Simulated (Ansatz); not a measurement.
**Short convergence ladders for Na3BrO (Pm-3m, 5 atoms in the cell)**

```xyz
5
Lattice="4.5105 0.0000 0.0000 0.0000 4.5105 0.0000 0.0000 0.0000 4.5105" Properties=species:S:1:pos:R:3 pbc="T T T"
Na     0.0000     2.2552     2.2552
Na     2.2552     0.0000     2.2552
Na     2.2552     2.2552     0.0000
Br     0.0000     0.0000     0.0000
O      2.2552     2.2552     2.2552
```

Base method: LDA (PW92), default PAW files made with PBE (plane waves; Ansatz, a quantum-chemistry and plane-wave program).

Base settings: basis.ecutwfc = 420 eV; kpoints.mp_grid.grid = 6 6 6; hamiltonian.xc = lda; hamiltonian.pseudopotentials = {kind: paw} (the program's default PAW files); scf.occupations.method = fermi_dirac; scf.occupations.width = 0.02 eV.

Core times come from one kind of shared machine, to one figure; runs under 30 s give none.

**Zone-centre phonons against the mesh**

In this ladder: scf.occupations.method = fixed; scf.occupations.width = default; phonons.method = dfpt; phonons.dielectric = true; phonons.rigid_motions = translations.

Frequencies are those of the unrelaxed cell, without the LO-TO term of polar crystals.

Only quantities that move along the ladder and can be compared are tabulated.

```tsv
kpoints.mp_grid.grid	highest zone-centre frequency (cm⁻¹)	lowest optical frequency (cm⁻¹)	core time / last (rough)
2 2 2	368.3	76.8	–
3 3 3	370.0	82.2	–
4 4 4	370.0	82.5	0.06
5 5 5	370.0	82.5	0.07
7 7 7	370.0	82.5	0.1
9 9 9	370.0	82.5	0.3
11 11 11	370.0	82.5	0.6
13 13 13	370.0	82.5	1
```

Coarsest kpoints.mp_grid.grid that holds the lowest optical frequency within 2 cm⁻¹ of the last step, with all finer ones: 3 3 3; the step before is off by 5.8 cm⁻¹.

Coarsest kpoints.mp_grid.grid that holds the highest zone-centre frequency within 1 cm⁻¹ of the last step, with all finer ones: 3 3 3; the step before is off by 1.7 cm⁻¹.

**The dielectric constant against shifted meshes**

In this ladder: scf.occupations.method = fixed; scf.occupations.width = default; kpoints.mp_grid.shift = 0.5 0.5 0.5; dielectric = true; dielectric.field_mesh = kpoints.

Only quantities that move along the ladder and can be compared are tabulated.

```csv
kpoints.mp_grid.grid,mean ε∞
2 2 2,3.042
3 3 3,3.218
4 4 4,3.275
5 5 5,3.293
6 6 6,3.298
7 7 7,3.300
9 9 9,3.301
13 13 13,3.301
```

Coarsest kpoints.mp_grid.grid that holds the mean ε∞ within 0.2 of the last step, with all finer ones: 3 3 3; the step before is off by 0.26.

On the base run: the starting cell comes from a database of computed structures (which also holds hypothetical and non-ambient phases and stackings), without a prior relaxation at this level. Its lattice was rescaled by up to half a per cent.

Keys are those of Ansatz 0.2.
